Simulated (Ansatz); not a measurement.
Consider MoS$_{2}$ in the 2H-MoS2 type structure (space group P6_3/mmc, No. 194; layered, stacked along the Cartesian z axis).

```yaml
crystal:
  lattice:
    - [3.14937, 0.00000, 0.00000]
    - [-1.57469, 2.72744, 0.00000]
    - [0.00000, 0.00000, 12.09029]
  atoms:
    - { symbol: Mo, position: [0.33333, 0.66667, 0.25000] }
    - { symbol: Mo, position: [0.66667, 0.33333, 0.75000] }
    - { symbol: S, position: [0.33333, 0.66667, 0.62049] }
    - { symbol: S, position: [0.66667, 0.33333, 0.12049] }
    - { symbol: S, position: [0.66667, 0.33333, 0.37951] }
    - { symbol: S, position: [0.33333, 0.66667, 0.87951] }
```

Method: PBE-D3(BJ) in Ansatz (plane waves to 420 eV, PAW, scalar-relativistic without spin-orbit coupling).

Base values:

| Item | Result |
|---|---|
| Band gap | 0.78 eV |
| Volume per atom | 17.31 Å³ |

It is then changed as follows: every S is replaced by Te; the structure is relaxed again.

Tabulated Pauling electronegativity and covalent radius: S 2.58, 1.05 Å; Te 2.10, 1.38 Å.

Problem. Predict the new band gap.

Solution. The band gap falls by 0.173 eV (0.78 eV → 0.60 eV).

Problem. What does the calculation give for the volume per atom after the change?

Solution. The volume per atom goes up by 6.86 Å³ to 24.17 Å³.

With Te present, leaving out spin-orbit coupling can change the band edges. No phonon test of stability was made. The program warned that a D3 coordination switch lies within reach, so dispersion energies are less smooth here.

Ansatz is an electronic-structure program.
